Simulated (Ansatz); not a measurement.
O on the (0001) surface of wurtzite GaN (2x2 Ga adatom at T4; a constructed slab, bottom: 3 H on 4 bottom sites), one in a cell of 36 Å², started at the site 'over Ga at depth 1.7 Å #2'

Host crystal: wurtzite GaN, with a band gap (PBE, scalar-relativistic without spin-orbit coupling).

All values below come from r2SCAN, at the PBE geometry and the start's symmetry (plane waves to 500 eV, PAW; Ansatz, a program for electronic structure).

Set-up: 45 atoms, 13.9 Å thick at the start with caps and adatoms under the adsorbate (thin: gaps and levels are the slab's own); mesh 4x4x1; 0.01 eV smearing; dipole correction on; single point; no symmetry held, on the structure that PBE left; spin-polarised, no spin-orbit, no U, no dispersion correction. The starting moment vanished. The program's check for a lower electronic state was not made. At the end it is bonded to 2 Ga. In PBE it is, or lies within 0.03 eV of, the lowest of the starts that converged; the order may differ at this level.

The adsorption energy against ½ O2(g) at the same level is -3.27 eV and the gap of the slab on its k-mesh is 0.35 eV. The highest filled level below the top vacuum level comes out as 4.85 eV and the change of the step from the bottom to the top vacuum level, against the clean slab is 0.54 eV. The height of the binding atom over the mean of the host atoms within 0.3 Å of the top one comes out as -0.073 Å. The magnetic moment of the cell is 0.00 μB and the nearest host atoms of the binding atom comes out as Ga at 1.84 Å, Ga at 1.85 Å, N at 3.04 Å. The caution is the clean host was not checked against rearrangement in a larger or rattled cell.

A negative adsorption energy means that the adsorbate is more stable on the surface than in its reference.
